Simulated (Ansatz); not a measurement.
**fcc Pb (1 1 0) on alpha cristobalite (1 0 0) (film strained to the substrate, started from cuts of the bulks and a machine-learned relaxation; slabs Si12O22 and Pb12, which can lie off the formulas)**

A periodic stack without vacuum, fcc Pb (1 1 0) on alpha cristobalite (1 0 0) (film strained to the substrate, started from cuts of the bulks and a machine-learned relaxation; slabs Si12O22 and Pb12, which can lie off the formulas): substrate slab Si12O22, film Pb12, surface cells [[0, 1], [-1, 0]] and [[0, 2], [-1, 0]], film strained by -0.4 and +0.9 %, outermost planes OSi/OSi and Pb/Pb as cut, which need not be the usual terminations and can put a slab off its formula.

The start was prepared with a machine-learned potential, and the result is one local minimum, with the in-plane cell held and forces under 0.04 eV/Å; the film can end far from its bulk form.

Computed with PBE (plane waves to 420 eV, PAW; Ansatz, a quantum-chemistry and plane-wave program). No spin–orbit coupling; the runs are not spin-polarised. Its k-point mesh 4×5×1, Fermi–Dirac width 0.05 eV.

* **interface area**: 36.1 Å²
* **period**: 26.19 Å
* **heights between the nearest atoms of the two slabs at the two interfaces**: 2.19 and 2.13 Å
* **Pb–Si contacts across the interfaces within 1.22 times the sum of covalent radii**: 4, mean 2.79 Å

```xyz
46
Lattice="7.0979 0.0001 -0.1165 0.0002 5.0830 0.0152 -0.4407 -2.4619 26.1911" Properties=species:S:1:pos:R:3 pbc="T T T"
Si     5.0183     3.9514     3.8732
Si     1.5020     1.0616     1.1330
Si     3.2834     1.4557     3.6232
Si    -0.3180     3.7304     1.3527
O      5.7975     3.4812     2.5250
O      3.7514     2.9482     4.0671
O      2.7546     1.5222     2.0790
O      4.5276     0.4111     3.7069
O      0.8120     4.8268     1.8687
O      5.9373     3.8729     5.2009
O      0.4019     2.2800     1.0447
O      2.0799     0.9910     4.6039
Si     5.1543     4.0027     8.9444
Si     1.5669     0.9037     6.1428
Si     3.4340     1.4528     8.6275
Si    -0.1452     3.4564     6.5062
O      6.2781     3.5838     7.8575
O      3.8744     3.0052     8.8246
O      2.7518     1.3274     7.1619
O      4.7241     0.4641     8.6639
O      1.1434    -0.6359     6.4452
O      5.7391     3.9044    10.4564
O      0.2961     1.9033     6.3198
O      2.4150     1.0276     9.8097
Si     5.2828    -1.1721    13.9400
Si     1.5910     0.9451    11.1988
Si     3.4793     1.2497    13.7606
Si    -0.1317     3.4462    11.5271
O      6.4883     3.3994    12.9715
O      4.1133     2.7523    14.0221
O      2.4640     1.4126    12.4871
O      4.6658     0.2042    13.2585
O      1.1134    -0.5982    11.3796
O      0.3139     1.9460    11.0892
Pb     1.1842     2.5471    17.9305
Pb     4.7152     2.3322    17.9630
Pb     2.6845     0.1554    16.2275
Pb     6.3023    -0.2502    16.3498
Pb     4.9912     2.5869    21.4766
Pb     1.4344     2.3479    21.4821
Pb     6.5641     0.0165    19.7637
Pb     2.9957    -0.2312    19.7576
Pb     1.7559     2.6627    24.8753
Pb     5.2298     2.2974    25.0309
Pb     3.3063     0.0314    23.3204
Pb     6.7920    -0.1401    23.2802
```
